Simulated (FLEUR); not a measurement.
Input and output of a self-consistent single point for Nb3Sn (Pm-3n, 8 atoms in the cell) (FLEUR).

Method: LDA (Perdew-Zunger), all-electron FLAPW (FLEUR), scalar-relativistic valence.

```xyz
8
Lattice="5.4002 0.0000 0.0000 0.0000 5.4002 0.0000 0.0000 0.0000 5.4002" Properties=species:S:1:pos:R:3 pbc="T T T"
Nb     1.3500     0.0000     2.7001
Nb     4.0501     0.0000     2.7001
Nb     2.7001     4.0501     0.0000
Nb     2.7001     1.3500     0.0000
Nb     0.0000     2.7001     4.0501
Nb     0.0000     2.7001     1.3500
Sn     0.0000     0.0000     0.0000
Sn     2.7001     2.7001     2.7001
```

Reference input (self-consistent single point, DFT, PBE, all-electron FLAPW (FLEUR), scalar-relativistic valence): Kmax = 4.3 1/bohr; GmaxXC = 17.2 1/bohr; xcFunctional = pbe; jspins = 1; l_soc = F; mode = gauss; fermiSmearingEnergy = 0.00367493 Htr; mesh (inpgen div1-3) = 5 5 5; inpgen gamma flag = false; Gmax = 17.2 1/bohr; numbands = 0; maxIterBroyd = 15. This run's input differs from it in these lines:

```diff
@@ -20,2 +20,3 @@
 &comp jspins=1 /
+&exco xctyp='pz' /
 &kpt div1=5 div2=5 div3=5 /
@@ -32,3 +33,3 @@
       <coreElectrons ctail="T" frcor="F" kcrel="0" coretail_lmax="0"/>
-      <xcFunctional name="pbe" relativisticCorrections="F"/>
+      <xcFunctional name="pz" relativisticCorrections="F"/>
       <magnetism jspins="1"/>
```

The program printed (abridged):

```
 Iteration:     1   Distance:      11.29616588 me/bohr^3
 Iteration:     2   Distance:      10.27130391 me/bohr^3
 Iteration:     3   Distance:       4.19886314 me/bohr^3
 Iteration:     4   Distance:       3.24351790 me/bohr^3
 Iteration:     5   Distance:       1.43469291 me/bohr^3
   [... 8 lines left out ...]
 Iteration:    14   Distance:       0.00009402 me/bohr^3
 Iteration:    15   Distance:       0.00001862 me/bohr^3
 Iteration:    16   Distance:       0.00001744 me/bohr^3
 Iteration:    17   Distance:       0.00000565 me/bohr^3
 Run finished successfully
 Stop message:
   Structural relaxation: Done

[file out, last iteration]
             iter=     18
[...]
          total density-effective poten   -5.7677773752E+04
          total charge density-energy d   -1.0099375438E+03
 Updated energy parameters for spin:           1
[...]
 fermi energy and band-weighting factors:
   [... 8 lines left out ...]

[...]
FERMIE:
          first approx. to ef    (T=0)  :   0.460066 htr   (energy of the highest occ. eigenvalue)
          number of occ. states  (T=0)  :        530
          first approx. to seigv (T=0)  : -34.008926 htr
          sum of weights of occ. states :  53.040000
          sum of semicore charge        :   0.000000 e
          fermi energy=   0.46107 har   work function= -12.54635 ev
          number of valence electrons= 106.00000
   [... lines left out ...]
          total moment                 =     0.00000
 Direct bandgap for spin            1 :    1.6500489574187149E-003  Htr
 ---->    free energy=                    -35246.3533707744 htr
   [... lines left out ...]
      extrapolation for T->0
 ---->    total electron energy=          -35246.3533707744 htr
 ***** TOTAL FORCES ON ATOMS *****
 TOTAL FORCE FOR ATOM TYPE=  1  X=  2.551   Y=  0.000   Z=  5.102
                       FX_TOT= 0.000000 FY_TOT= 0.000000 FZ_TOT= 0.000000
 TOTAL FORCE FOR ATOM TYPE=  2  X=  0.000   Y=  0.000   Z=  0.000
                       FX_TOT= 0.000000 FY_TOT= 0.000000 FZ_TOT= 0.000000
 Structural relaxation: Done
```

The run converged in 17 iterations. FLEUR gives forces in its relaxation mode, with a further iteration, so its stop message speaks of a relaxation. 

The starting cell comes from a database of computed structures (which also holds hypothetical and non-ambient phases and stackings), without a prior relaxation at this level. Its lattice was rescaled by a random factor within 2.5 % of one. Spin polarisation is off. Values depend on the basis (sphere radii, cutoffs, local orbitals), which need not be converged. The log's line on a gap gives a spacing of levels on this mesh, which the program prints for metals too.

Cost on one core of a shared machine: roughly 6 min.
